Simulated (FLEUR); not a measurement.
Band structure of Au (Fm-3m, 1 atom in the cell).

```xyz
1
Lattice="0.0000 2.1169 2.1169 2.1169 0.0000 2.1169 2.1169 2.1169 0.0000" Properties=species:S:1:pos:R:3 pbc="T T T"
Au     0.0000     0.0000     0.0000
```

Method: PBE, all-electron FLAPW (FLEUR), scalar-relativistic valence in FLEUR.

Settings: Kmax = 3.8 1/bohr; GmaxXC = 11.4 1/bohr; xcFunctional = pbe; jspins = 1; l_soc = F; mode = hist; fermiSmearingEnergy = 0.00499791 Htr; mesh (inpgen div1-3) = 13 13 13; inpgen gamma flag = false; Gmax = 11.4 1/bohr; numbands = 0; maxIterBroyd = 40; imix = Anderson; alpha = 0.05.

The starting cell comes from a database of computed structures (which also holds hypothetical and non-ambient phases and stackings), without a prior relaxation at this level. Its lattice was rescaled by a random factor within 2.5 % of one. Spin-orbit coupling is off. Values depend on the basis (sphere radii, cutoffs, local orbitals), which need not be converged.

Levels in eV from the Fermi level, bands 5 to 12:
```tsv
point	5	6	7	8	9	10	11	12
Γ	-4.30	-4.30	-4.30	-3.05	-3.05	14.45	17.85	17.85
X	-6.02	-2.10	-1.79	-1.79	1.19	4.84	9.58	9.58
W	-4.66	-4.66	-3.15	-1.79	4.05	5.85	5.85	8.67
K	-5.22	-3.53	-2.79	-2.15	3.37	4.30	6.73	11.85
L	-4.33	-4.33	-2.06	-2.06	-0.60	2.41	13.89	16.21
U	-5.22	-3.53	-2.79	-2.15	3.37	4.30	6.73	11.85
```
